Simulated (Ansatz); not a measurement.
## Lu2SiO5 (P2₁/c, No. 14, 32 atoms in the cell; start mp-18195): smallest direct gap on the k points sampled by level of theory

No measured value is used here.

| level (code) | value (eV) |
|---|---|
| LDA (Ansatz) | 4.70 |
| PBEsol (Ansatz) | 4.73 |
| r²SCAN (Ansatz) | 5.47 |
| HSE06 (Ansatz) | ___ |

Q: Some entries are withheld; supply them.

A: 
- HSE06 (Ansatz, a first-principles code), value (eV): 6.66

At these levels the smallest gap is indirect and lower: LDA 4.43, PBEsol 4.46, r²SCAN 5.22, HSE06 6.36 eV. Computed values are for a static lattice. Levels without +SOC have no spin–orbit coupling; where heavier elements are present it shifts gaps, mostly down, and can invert bands.  Values are at the PBEsol cell. Cutoffs and k meshes differ between the levels. Ansatz's density-functional and Hartree–Fock values are scalar-relativistic unless marked +SOC, with PAW data made under PBE.

A start named mp-… is a Materials Project structure, which need not be a measured phase.
